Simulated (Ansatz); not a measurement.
Start from Ge in the diamond structure (space group Fd-3m, No. 227).

```yaml
crystal:
  lattice:
    - [0.00000, 2.81109, 2.81109]
    - [2.81109, 0.00000, 2.81109]
    - [2.81109, 2.81109, 0.00000]
  atoms:
    - { symbol: Ge, position: [0.00000, 0.00000, 0.00000] }
    - { symbol: Ge, position: [0.25000, 0.25000, 0.25000] }
```

Cartesian axes are those of the cell as printed.

Method: LDA (Ansatz, a program for electronic structure), spin-orbit coupling left out.

Base values:

Shortest interatomic distance: 2.434 Å
Pressure: 0.0 GPa
Band gap: zero

One thing is altered: uniaxial strain ε_zz = +1.50 %, all other strain components held at zero, atoms relaxed at fixed cell.

What happens to the energy relative to the base, shortest interatomic distance, pressure and band gap?

The energy increases by 1.8 meV/atom; the shortest interatomic distance grows by 0.0122 Å, from 2.434 Å to 2.447 Å; the pressure (mean of the normal stresses, compression positive) goes from zero to -1.0 GPa; the band gap remains zero.

No phonon test of stability was made. A zero or small gap of Ge can be the functional's error rather than a property of the material.
